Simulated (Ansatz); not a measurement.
The starting structures come from a database of crystals and need not be the phases stable at ambient conditions.

 Where the default PAW files enter, the runs use the earlier of Ansatz's two default sets.

Tunnelling through a barrier is set by its complex band structure: the current falls as exp(−2κd) with the smallest κ.

```xyz
4
Lattice="4.6280 0.0000 0.0000 -2.3140 4.0079 0.0000 2.3140 1.3360 3.7787" Properties=species:S:1:pos:R:3 pbc="T T T"
Li     0.0000     2.6720     1.8894
Li     2.3140     1.3360     0.9447
Li     2.3140     4.0079     2.8340
Sb     0.0000     0.0000     0.0000
```

Space group of this cell: Fm-3m. The cell is taken as given.

Transport runs along the normal of the first two printed cell vectors, the (111) plane of the conventional cell.

No gap correction and no spin-orbit coupling; mid-gap values are interpolated between computed energies.

Problem. Predict the band gap and the smallest decay constant κ at mid-gap from r2SCAN (Ansatz, a program for electronic structure).

Solution. Gap 1.11 eV on a 10×10×10 mesh; κ = 0.117 1/Å, at the zone centre.
